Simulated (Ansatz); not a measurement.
Response to strain in PbSe

The parent structure is PbSe in the rock salt structure (space group Fm-3m, No. 225; a = 6.1780 Å). Axes: x, y, z lie along the cube axes.

Strains are applied to the cell and any free atomic positions relax; under biaxial strain the out-of-plane vector relaxes too.

All numbers come from r2SCAN in Ansatz (plane waves to 500 eV, PAW, no spin-orbit coupling).

Notes on the quantities. energy relative to the base: free energy F; pressure: mean of the normal stresses, compression positive.

| variant | band gap | shortest interatomic distance | gap character | energy relative to the base | pressure |
|---|---|---|---|---|---|
| base | 0.67 eV | 5.837 bohr | direct at L | 0 meV/atom | -0.01 GPa |
| biaxial strain −2.44 %, plane normal [001], relaxed out of plane | 0.48 eV | 5.695 bohr | direct at N | +17 meV/atom | 2.64 GPa |
| biaxial strain +4.78 %, plane normal [110], relaxed out of plane | 0.42 eV | 5.886 bohr | indirect, S → R | +37 meV/atom | -2.60 GPa |
| isotropic strain +0.73 % | 0.73 eV | 5.880 bohr | direct at L | +2.2 meV/atom | -1.08 GPa |
| isotropic strain +0.93 % | 0.75 eV | 5.892 bohr | direct at L | +3.6 meV/atom | -1.35 GPa |
| uniaxial strain ε_xx = −3.85 % | 0.48 eV | 5.613 bohr | direct at N | +21 meV/atom | 2.45 GPa |
| uniaxial strain ε_yy = −4.33 % | 0.45 eV | 5.585 bohr | direct at N | +27 meV/atom | 2.83 GPa |
| uniaxial strain ε_zz = +1.87 % | 0.71 eV | 5.837 bohr | direct at N | +3.8 meV/atom | -0.88 GPa |
| tensor shear ε_yz = −0.83 % | 0.58 eV | 5.837 bohr | indirect, S → R | +0.5 meV/atom | -0.01 GPa |
| tensor shear ε_yz = +2.21 % | 0.44 eV | 5.837 bohr | indirect, S → R | +3.3 meV/atom | -0.01 GPa |

A biaxial case was relaxed in a doubled cell and then solved in the primitive one. Spin-orbit coupling, missing from the scalar runs, can matter with Pb. Whether these cells are dynamically stable was not tested. k-point labels follow each cell's own Brillouin zone.

Ansatz is a first-principles code.
